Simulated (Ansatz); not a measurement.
Start from ZnSe in the zinc blende structure (space group F-43m, No. 216; a = 5.666 Å).

Calculations: Kohn–Sham DFT with the r2SCAN functional, run in Ansatz (a first-principles code) with PAW and 500 eV plane waves, no spin-orbit coupling, earlier PAW set.

For the base:

```
Quantity                        Value
----------------------------  -------
Gap between the host's bands  1.86 eV
```

It is then changed as follows: hole doping at 5.0×10^21 cm⁻³ (0.227 per cell), with a uniform compensating background at fixed cell and a 300 K Fermi–Dirac width.

Problem. Estimate the effect on the gap between the host's bands.

Solution. The gap between the host's bands goes up by 0.133 eV to 2.00 eV.

Problem. Estimate the effect on the Fermi level from band edge.

Solution. The Fermi level relative to the doped band's edge (positive inside the band; to 0.05 eV) is +0.50 eV.

Charged cell with a jellium background: band edges are those of the host's band count, energies are not comparable with the neutral cell, and many-body gap narrowing is missing. No phonon test of stability was made.
